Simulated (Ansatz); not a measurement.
Results of r²SCAN (plane waves, PAW; Ansatz, a program for electronic structure) for AgIn₂ (I4/mcm, No. 140, 6 atoms in the cell; start mp-19974).

Run with plane-wave cutoff 560 eV, 14×14×14 k mesh, Fermi–Dirac smearing 0.05 eV, no spin polarisation, scalar-relativistic PAW data made under PBE.

Cell (relaxed at this level):

```cif
data_Ag2In4
_chemical_formula_sum 'In4 Ag2'
_space_group_name_H-M_alt 'P 1'
_space_group_IT_number 1
_cell_length_a 5.63766
_cell_length_b 5.63766
_cell_length_c 5.63766
_cell_angle_alpha 104.461
_cell_angle_beta 104.461
_cell_angle_gamma 120.036
loop_
_space_group_symop_operation_xyz
  'x, y, z'
loop_
_atom_site_label
_atom_site_type_symbol
_atom_site_fract_x
_atom_site_fract_y
_atom_site_fract_z
_atom_site_occupancy
In1 In 0.84509 0.65491 0.50000 1
In2 In 0.15491 0.34509 0.50000 1
In3 In 0.65491 0.15491 0.80981 1
In4 In 0.34509 0.84509 0.19019 1
Ag1 Ag 0.25000 0.25000 0.00000 1
Ag2 Ag 0.75000 0.75000 0.00000 1
```

**Question.** Estimate the bulk modulus B0 that the calculation returns.

**Answer.** 
- bulk modulus B0: 61.2 GPa

The run finds no gap.

Note: the bulk modulus is −V dP/dV from two relaxed cells at ±2 % in volume; the relaxation could not lower the start's symmetry, so the cell can be a saddle point above a distorted one.

Spin–orbit coupling is not included.

Computed values are for the static lattice.

Computing time: about 17 core-minutes (a rough figure).

A start named mp-… is a Materials Project structure, which need not be a measured phase.
